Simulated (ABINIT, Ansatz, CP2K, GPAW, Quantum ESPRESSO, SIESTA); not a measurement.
## One structure in several programs: HfN (Fm-3m, 2 atoms in the cell)

Self-consistent single point, at a second geometry (lattice scaled by 0.98). First geometry:

```
CELL_PARAMETERS angstrom
      0.00000     2.26000     2.26000
      2.26000     0.00000     2.26000
      2.26000     2.26000     0.00000
ATOMIC_POSITIONS crystal
  Hf 0.00000 0.00000 0.00000
  N  0.50000 0.50000 0.50000
```

Shared settings, as Ansatz (a first-principles code) writes them: kpoints.mp_grid.grid = 10 10 10; scf.occupations.method = gaussian; scf.occupations.width = 0.272 eV. Potentials and cutoffs stand in the table.

```
code                                                                                                                                model  ΔF from the first geometry (meV/atom)  pressure (GPa)       cutoff
----------------  -----------------------------------------------------------------------------------------------------------------------  -------------------------------------  --------------  -----------
ABINIT                                                           PBE, norm-conserving pseudopotentials (PseudoDojo nc-sr-05 PBE standard)                                   58.6           24.13        42 Ha
Ansatz                                                                                                             PBE, default PAW files                                   61.2           24.13       420 eV
SIESTA            GGA PBE, numerical atomic orbitals DZP, PseudoDojo PBE standard norm-conserving potentials (rewritten from UPF to PSML)                                   72.2           27.70  grid 400 Ry
GPAW                                                                                         PBE, GPAW PAW datasets PBE (gpaw-data 1.0.1)                                   65.2               –       950 eV
CP2K                                                              PBE, GPW, DZVP-MOLOPT-SR-GTH basis, GTH-PBE potentials (GTH_POTENTIALS)                                   34.4           17.88  grid 500 Ry
Quantum ESPRESSO                                                                        PBE, SSSP 1.1.2 efficiency (PBE) pseudopotentials                                   58.7           23.95        60 Ry
```

For Ansatz (by 0.5 GPa) the energy change implies a higher mean pressure, against the two pressures, than for the other programs: a sign of finite-basis (Pulay) stress.

A dash marks a value that a program does not give, or that is left out as unsure.

On Ansatz's run: spin-orbit coupling is off.

The spread over the programs that give each value: ΔF from the first geometry within 37.8 meV/atom; pressure within 9.82 GPa.

SIESTA and CP2K use small atom-centred bases, whose incompleteness enters pressures, forces and empty levels differently from a plane-wave cutoff. Ansatz's pressure is given at a fixed set of plane waves, as the other plane-wave codes print theirs; with its correction for the finite basis it is 24.71 GPa (the shift of 0.57 GPa shows how far the cutoff is from converged). The pressure of GPAW is left out: its cutoff lies under the one at which its stress was checked. In the pressure, SIESTA (by 3.57) and CP2K (by 6.25) lie more than 1 GPa from the median of the plane-wave programs.

The starting cell has typed, rounded lattice constants, without a prior relaxation at this level. For this run, on top of that: lattice scaled by 0.98.

Left out of this page: Elk (failed or unconverged); FLEUR (not drawn, or without a comparable value).

Keys are those of Ansatz 0.2.
